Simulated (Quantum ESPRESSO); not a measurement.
A user runs Quantum ESPRESSO on Ga₂O₃ (C2/m, 10 atoms in the cell) and asks whether the run is sound. The aim is a self-consistent single point with DFT, PBE, plane waves, PseudoDojo standard norm-conserving (PBE) pseudopotentials.

Cell that was meant: a = 6.1803 Å, b = 6.1803 Å, c = 5.6830 Å, α = 103.35°, β = 103.35°, γ = 27.87°.

Part of the input:

```fortran
   nbnd = 48,
/
&ELECTRONS
   conv_thr = 1.0d-3,
/
ATOMIC_SPECIES
Ga    69.7230  Ga.upf
```

Output (repeated stretches shortened):

```
     Message from routine setup:
     using ibrav=0 with symmetry is DISCOURAGED, use correct ibrav instead
     G-vector sticks info
   [... lines left out ...]

     number of k points=    24
                       cart. coord. in units 2pi/alat
        k(    1) = (   0.1030333   0.0000000   0.2118498), wk =   0.0533333
        k(    2) = (   0.1030333   0.0000000  -0.5345919), wk =   0.0533333
        k(    3) = (   0.1030333   0.0000000  -0.1613711), wk =   0.0533333
   [... 21 lines left out ...]

     Dense  grid:    70499 G-vectors     FFT dimensions: (  72,  72,  64)

     Initial potential from superposition of free atoms

     starting charge      87.9893, renormalised to      88.0000
     Self-consistent Calculation

     iteration #  1     ecut=    85.00 Ry     beta= 0.70

---- Real-time Memory Report at c_bands before calling an iterative solver
           267 MiB given to the printing process from OS
           229 MiB allocation reported by mallinfo(arena+hblkhd)
------------------

     total energy              =    -809.53790986 Ry
     estimated scf accuracy    <       2.30521959 Ry

     iteration #  2     ecut=    85.00 Ry     beta= 0.70

---- Real-time Memory Report at c_bands before calling an iterative solver
   [... lines left out ...]

---- Real-time Memory Report at c_bands before calling an iterative solver
           310 MiB given to the printing process from OS
           257 MiB allocation reported by mallinfo(arena+hblkhd)
------------------

     total energy              =    -810.56227245 Ry
     estimated scf accuracy    <       0.00421680 Ry

     iteration #  6     ecut=    85.00 Ry     beta= 0.70

---- Real-time Memory Report at c_bands before calling an iterative solver
           312 MiB given to the printing process from OS
           260 MiB allocation reported by mallinfo(arena+hblkhd)
------------------
     End of self-consistent calculation

     highest occupied, lowest unoccupied level (ev):     9.8793   13.3869

!    total energy              =    -810.56184302 Ry
     estimated scf accuracy    <       0.00090454 Ry

     convergence has been achieved in   6 iterations

     Forces acting on atoms (cartesian axes, Ry/au):

     atom    1 type  1   force =    -0.00069209    0.00000000   -0.00437998
     atom    2 type  1   force =     0.00069209    0.00000000    0.00437998
     atom    3 type  1   force =    -0.01097389    0.00000000    0.00013295
     atom    4 type  1   force =     0.01097389    0.00000000   -0.00013295
     atom    5 type  2   force =    -0.01298863    0.00000000   -0.00579182
   [... lines left out ...]
     Total force =     0.040925     Total SCF correction =     0.012469
   [... lines left out ...]

          total   stress  (Ry/bohr**3)                   (kbar)     P=      244.71
   0.00158839   0.00000000   0.00002407          233.66        0.00        3.54
   0.00000000   0.00175711   0.00000000            0.00      258.48        0.00
   0.00002407   0.00000000   0.00164502            3.54        0.00      241.99

   JOB DONE.
```

Can these results be used? Check the input.

The run is not sound. The fault is a convergence threshold that is too loose. A loop that stops early leaves an energy error of second order in the density error, but errors of first order in forces and stress. To fix it, tighten the threshold. The run converged in 6 iterations without an error; against the sound input the free energy hardly moves (within 1 meV/atom), the pressure goes from 23.56 to 24.47 GPa, the largest force hardly changes (0.560 to 0.555 eV/Å) and the gap on the mesh goes from 3.484 to 3.508 eV. The full log also holds: “SCF correction compared to forces is large: reduce conv_thr to get better values”.

An input that runs soundly differs in these lines (not the only fix; some lines may just follow from the change or write a value another way):
```diff
-   conv_thr = 1.0d-3,
+   conv_thr = 1.0e-11,
```

With that input, the run converged in 15 iterations: free energy E − TS -11028.2630 eV; top of the valence band (on the code's own zero) 9.92 eV; gap on the k-point mesh 3.48 eV; pressure 23.56 GPa; largest force (vector length) 0.560 eV/Å (DFT, PBE, plane waves, PseudoDojo standard norm-conserving (PBE) pseudopotentials).

On the sound input: the starting cell comes from a database of computed structures (which also holds hypothetical and non-ambient phases and stackings), without a prior relaxation at this level. Its lattice was rescaled by a random factor within 2.5 % of one. With a pressure of about 24 GPa the cell is away from its equilibrium volume at this level. The shifted mesh does not hold Γ, so a gap read on it misses any band edge there.
